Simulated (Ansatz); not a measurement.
Consider W-vacancy pair (W on one host Ru site, one Ru site vacant) in hcp Ru, neutral cell. The step: the W atom itself jumps into the vacancy (W-vacancy distance between ideal sites 2.72 Å throughout); the atom moves 2.69 Å along (-0.99, 0.00, 0.00) of the unit cell; the moving atom starts with neighbours 2 Ru at 2.67, 4 Ru at 2.68, 2 Ru at 2.72, 2 Ru at 2.74, Ru at 2.74 Å and ends with 2 Ru at 2.67, 4 Ru at 2.68, 2 Ru at 2.72, 2 Ru at 2.74, Ru at 2.74 Å. DFT values are from Ansatz (plane-wave PAW, 420 eV unless said) in a cell of 36 host sites, spin-restricted, static, with no finite-size correction. Forms of the defect that were not tried may lie lower. For the PBE band: the saddle point's order was not checked, and it lies on a symmetry element of the cell, where a band can be held.

```json
[
 {"Level": "CHGNet universal potential (has no charge state), its own band", "Forward barrier (eV)": "0.74", "Cost of the band or of the saddle's single point": "-"},
 {"Level": "PBE, a 2×2×2 k-point mesh shifted by half a step along c, band relaxed", "Forward barrier (eV)": "2.35", "Cost of the band or of the saddle's single point": "around 30 core-minutes (rough)"},
 {"Level": "PBE, a 4×4×4 k-point mesh shifted by half a step along c, same geometries", "Forward barrier (eV)": "2.19", "Cost of the band or of the saddle's single point": "around 7 core-minutes (rough)"},
 {"Level": "r2SCAN at 500 eV, a 2×2×2 k-point mesh shifted by half a step along c, same geometries", "Forward barrier (eV)": "[?]", "Cost of the band or of the saddle's single point": "very roughly 3 core-minutes"}
]
```

Q: Complete the blanks.

A: 
- r2SCAN at 500 eV, a 2×2×2 k-point mesh shifted by half a step along c, same geometries, Forward barrier (eV): 2.42

Ansatz is a quantum-chemistry and plane-wave program.
